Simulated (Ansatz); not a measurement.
Output of an Ansatz run (abridged):

```
WARN ansatz: RAYON_NUM_THREADS=1 ignored (pool sized by the plan → 1); use --threads N
Pseudopotentials: kind: paw
Pseudopotential: Zr, paw, valence charge 12
Pseudopotential: Ga, paw, valence charge 13
Crystal: 4 atoms, lattice volume = 66.416 Å³
Basis set: ecut = 420 eV, 1315 PW (Γ)
Bands: 31, of which v1, the nominal top of the filled ones, is band 26 counted from 1 (25 counted from 0)
Symmetry: 16 space group operations
Space group: I4/mmm (ITA 139), of the structure as read, at distance tolerance 4.0e-5 Å
k-points: 244 of 2744
PAW frozen core: Zr, regenerated for the run's functional, and the local potential with it
PAW frozen core: Ga, regenerated for the run's functional, and the local potential with it
Initial density: superposition of atomic densities (neutral atoms: chi_scale 0, normalization atom), corrected by the library's trained network
Initial wavefunctions: pseudopotential atomic-orbital guess
Eigensolver: davidson
Functional: x = slater, c = lda
SCF iter   1: F=—  HF=-15200.590353 eV  |F-HF|=—  |Δ(HF+E_count)|=         —  Δρ=7.04e-3  dr2=1.88e-2  ethr=1.77e-3  ⟨swp⟩=5.5  Hψ=32612  notcnv=0
all-band conjugate gradients solve this SCF's bands
preconditioner: auto → Kerker (q_TF=auto, 2.611 Å⁻¹)
SCF iter   2: F=—  HF=-15200.585835 eV  |F-HF|=—  |Δ(HF+E_count)|=   4.52e-3  S|Δr|=    0.00e0  Δρ=3.27e-3  dr2=5.03e-3  ethr=3.69e-5  ⟨swp⟩=2.1  Hψ=14565  notcnv=0  defer=1
SCF iter   3: F=—  HF=-15200.584852 eV  |F-HF|=—  |Δ(HF+E_count)|=   9.83e-4  S|Δr|=    0.00e0  Δρ=1.22e-3  dr2=4.39e-4  ethr=9.86e-6  ⟨swp⟩=2.9  Hψ=12620  notcnv=0  defer=1
SCF iter   4: F=—  HF=-15200.584588 eV  |F-HF|=—  |Δ(HF+E_count)|=   2.64e-4  S|Δr|=    0.00e0  Δρ=3.57e-4  dr2=1.06e-4  ethr=8.60e-7  ⟨swp⟩=2.0  Hψ=10995  notcnv=0  defer=1
SCF iter   5: F=—  HF=-15200.584558 eV  |F-HF|=—  |Δ(HF+E_count)|=   2.96e-5  S|Δr|=    0.00e0  Δρ=6.40e-5  dr2=4.10e-6  ethr=2.08e-7  ⟨swp⟩=2.9  Hψ=13145  notcnv=0  defer=1
SCF iter   6: F=—  HF=-15200.584556 eV  |F-HF|=—  |Δ(HF+E_count)|=   1.73e-6  S|Δr|=    0.00e0  Δρ=1.38e-5  dr2=1.84e-7  ethr=8.04e-9  ⟨swp⟩=2.0  Hψ=12143  notcnv=0  defer=1
SCF iter   7: F=-15200.584556 eV  HF=-15200.584556 eV  |F-HF|=6.88e-8  |Δ(HF+E_count)|=   3.15e-8  S|Δr|=    0.00e0  Δρ=6.97e-6  dr2=2.87e-8  ethr=1.96e-10  ⟨swp⟩=7.2  Hψ=30534  notcnv=0
SCF 1 converged in 7 iterations: F = -15200.584556 eV  dr2 = 2.87e-8
SCF converged after 7 iterations
Stability not checked (fill_not_monotonic)
Free energy (F): -15200.584556 eV
Harris-Foulkes:  -15200.584556 eV  (|F-HF|=6.88e-8)
Internal energy: -15200.585964 eV  (E = F + TS)
E sigma→0 (E₀):  -15200.585026 eV
Entropy (-TS):   0.001408 eV (0.352 meV/atom)
Fermi energy:    13.051304 eV
--- Per-component energies (eV) ---
  E_band       = -77.700349
  E_kinetic    = 687.511801
  E_local      = -5563.224693  (includes V_loc(G=0)·N_el)
  E_nonlocal   = 1358.492229
  E_hartree    = 2563.057344
  E_xc         = -371.919738
  E_vxc        = -372.685759  (∫ρ·V_xc dr)
  E_paw        = -8581.096491  (= ΣΔE_a)
  E_vpaw       = -1313.910760  (= ΣTr[D̂ρ^β])
  E_aug_tail   = -0.000347  (compensation charges beyond the density's cutoff)
  E_ewald      = -5298.961909
  E_core_change = 5.555841  (= ΣΔE_core)
  E_smearing   = 0.001408  (= −TS)
  E_closure    = -0.000000  (closes the sum)
  Σ components = -15200.584556   (vs F -15200.584556, Δ=0.00e0)
--- Forces (eV/Å), atoms counted from 1 ---
  atom   1  Zr     0.00000000     0.00000000     0.00000000
   [... zero for the other atoms too ...]
  max |Σ_I F_I| component: 2.08e-17 eV/Å
--- Stress (GPa, compression-positive) ---
       -1.762904       0.000000       0.000000
        0.000000      -1.762904      -0.000000
        0.000000       0.000000      -1.354827
  P = ⅓ Tr σ = -1.6269 GPa (-16.269 kbar)
  The stress holds the Pulay correction. Without it, at fixed plane waves, as pw.x and ABINIT print it: P = -1.6605 GPa
--- Band table (eV; the first three rows and the last of 244) ---
  k-point 0: bands = ["-35.2336", "-13.3842", "-13.3842", "-13.3612", "-1.8856", "-1.7564", "-1.7290", "-1.6061", "-1.6061", "-1.5922", "-1.5901", "-1.5901", "-1.5656", "-1.5409", "-1.4003", "-1.3907", "-1.3907", "-1.3625", "-1.2178", "2.1734", [...]
  k-point 1: bands = ["-35.2330", "-13.3919", "-13.3892", "-13.3604", "-1.8719", "-1.7456", "-1.7193", "-1.6139", "-1.6019", "-1.5918", "-1.5901", "-1.5849", "-1.5555", "-1.5345", "-1.4099", "-1.3997", "-1.3863", "-1.3697", "-1.2355", "2.2899", [...]
  k-point 2: bands = ["-35.2314", "-13.4119", "-13.4033", "-13.3578", "-1.8391", "-1.7159", "-1.6916", "-1.6268", "-1.5970", "-1.5907", "-1.5894", "-1.5694", "-1.5285", "-1.5213", "-1.4277", "-1.4241", "-1.3923", "-1.3896", "-1.2755", "2.6351", [...]
  k-point 243: bands = ["-35.2333", "-13.3842", "-13.3842", "-13.3765", "-1.8721", "-1.8182", "-1.7560", "-1.7560", "-1.6681", "-1.6474", "-1.6051", "-1.5381", "-1.4332", "-1.4332", "-1.4011", "-1.4011", "-1.3642", "-1.3305", "-1.2178", "3.7588", [...]
```

The structure:

```
CELL_PARAMETERS angstrom
     -1.92112     1.92112     4.49889
      1.92112    -1.92112     4.49889
      1.92112     1.92112    -4.49889
ATOMIC_POSITIONS crystal
  Zr 0.00000 0.00000 0.00000
  Ga 0.25000 0.75000 0.50000
  Ga 0.75000 0.25000 0.50000
  Ga 0.50000 0.50000 0.00000
```

### Question
Write an input that gives this output.

### Answer
Other spellings and defaults could give the same log, and not every line can be read from it. The input that was run (DFT, LDA (PW92), plane waves, default PAW files made with PBE):

Ansatz 0.2 input:
```yaml
crystal:
  lattice:
    - [-1.921118, 1.921118, 4.498891]
    - [1.921118, -1.921118, 4.498891]
    - [1.921118, 1.921118, -4.498891]
  atoms:
    - { symbol: Zr, position: [0.000000, 0.000000, 0.000000] }
    - { symbol: Ga, position: [0.250000, 0.750000, 0.500000] }
    - { symbol: Ga, position: [0.750000, 0.250000, 0.500000] }
    - { symbol: Ga, position: [0.500000, 0.500000, 0.000000] }
basis:
  ecutwfc: 420.0
kpoints:
  mp_grid: { grid: [14, 14, 14] }
hamiltonian:
  xc: lda
  pseudopotentials: { kind: paw }
scf:
  occupations: { method: cold, width: 0.1 }
output:
  forces: true
  eigenvalues: true
  stress: true
```

The starting cell comes from a database of computed structures (which also holds hypothetical and non-ambient phases and stackings), without a prior relaxation at this level. Its lattice was rescaled by a random factor within 2.5 % of one. Ansatz's pressure includes its estimate of the finite-basis (Pulay) stress.

Ansatz is a first-principles code.
